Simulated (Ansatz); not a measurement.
InP (F-43m) under uniaxial stress along [110] (compression positive): band gap by r2SCAN with spin-orbit coupling, rigid bands (plane waves, PAW; Ansatz, a quantum-chemistry and plane-wave program). The unloaded cell, whose axes the loads refer to:

```yaml
crystal:
  lattice:
    - [0.00000, 2.93899, 2.93899]
    - [2.93899, 0.00000, 2.93899]
    - [2.93899, 2.93899, 0.00000]
  atoms:
    - { symbol: In, position: [0.00000, 0.00000, 0.00000] }
    - { symbol: P, position: [0.25000, 0.25000, 0.25000] }
```

```
uniaxial stress along [110] (compression positive) (GPa)  volume per atom (Å³)  band gap (eV)
--------------------------------------------------------  --------------------  -------------
-7                                                                       26.27           0.59
-5                                                                       26.02           0.73
-3                                                                       25.77           0.88
0                                                                        25.39           1.09
1                                                                        25.26           1.07
3                                                                        25.01              ?
```

Task: Fit a straight line to band gap against the load over the rows given, and predict the row at 3 GPa.

Result: The means are x̄ = -2.800 GPa and ȳ = 0.8720; Σ(x − x̄)(y − ȳ) = 2.858 and Σ(x − x̄)² = 44.80, so the slope is 63.8 meV per GPa, and the rows given lie within 44 meV of the line. At 3 GPa the line gives 1.24 eV; the calculation gives 0.98 eV, 27 % from it, so the trend bends or changes character over this range.

 Stresses and pressures are the targets of the relaxation. Gaps are resolved to about 0.01 eV. The structure type is held at every load. Geometry: cell and atoms relaxed with PBEsol.
